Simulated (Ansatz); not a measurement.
Response to strain in Te

Consider Te (space group P3_121, No. 152; a = 4.5209 Å, c = 5.9543 Å; made of chains). Axes: x lies along a and z along c of the hexagonal cell.

Strains are applied to the cell and any free atomic positions relax; under biaxial strain the out-of-plane vector relaxes too.

Level of theory: DFT with PBE, PAW potentials and a 420 eV plane-wave cutoff in Ansatz (a quantum-chemistry and plane-wave program), without spin-orbit coupling.

```tsv
case	smallest direct gap	band gap	volume per atom	gap character
base	0.24 eV	0.23 eV	35.13 Å³	indirect, L–H (80 % along) → H
biaxial strain −4.20 %, plane normal [001], relaxed out of plane	–	zero	33.16 Å³	–
biaxial strain +1.90 %, plane normal [001], relaxed out of plane	0.39 eV	0.36 eV	36.07 Å³	indirect, L–H (80 % along) → H
isotropic strain +2.90 %	0.22 eV	0.21 eV	38.28 Å³	indirect, L–H (80 % along) → H
isotropic strain +3.82 %	0.21 eV	0.19 eV	39.31 Å³	indirect, L–H (80 % along) → H
isotropic strain +5.92 %	0.17 eV	0.13 eV	41.75 Å³	indirect, H–K (17 % along) → H
```

Spin-orbit coupling, missing from the scalar runs, can matter with Te. No phonon test of stability was made. No dispersion term is included, though the crystal is made of layers, chains or molecules, so its spacings can come out too wide. The zero or small gap of Te can change with the level of theory.
